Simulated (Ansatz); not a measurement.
System: SnO₂ (Pa-3, No. 205, 12 atoms in the cell; start mp-697; a measured phase of this formula has another space group). Method: r²SCAN-D4 (Ansatz, an electronic-structure program, PAW).

Run with plane-wave cutoff 500 eV, 8×8×8 k mesh, gaussian smearing 0.02 eV, scalar-relativistic PAW data made under PBE.

Cell (relaxed at this level):

```yaml
crystal:
  lattice:
    - [5.09013, 0.00000, 0.00000]
    - [0.00000, 5.09013, 0.00000]
    - [0.00000, 0.00000, 5.09013]
  atoms:
    - { symbol: Sn, position: [0.00000, 0.50000, 0.50000] }
    - { symbol: Sn, position: [0.50000, 0.50000, 0.00000] }
    - { symbol: Sn, position: [0.50000, 0.00000, 0.50000] }
    - { symbol: Sn, position: [0.00000, 0.00000, 0.00000] }
    - { symbol: O, position: [0.33990, 0.16010, 0.83990] }
    - { symbol: O, position: [0.66010, 0.83990, 0.16010] }
    - { symbol: O, position: [0.16010, 0.83990, 0.33990] }
    - { symbol: O, position: [0.83990, 0.16010, 0.66010] }
    - { symbol: O, position: [0.83990, 0.33990, 0.16010] }
    - { symbol: O, position: [0.16010, 0.66010, 0.83990] }
    - { symbol: O, position: [0.66010, 0.66010, 0.66010] }
    - { symbol: O, position: [0.33990, 0.33990, 0.33990] }
```

Task: Predict the band gap.

Result: 
- band gap = 1.66 eV (on the SCF k mesh)

Note: the relaxation could not lower the start's symmetry, so the cell can be a saddle point above a distorted one.

Spin–orbit coupling is not included.

A start named mp-… is a Materials Project structure, which need not be a measured phase.
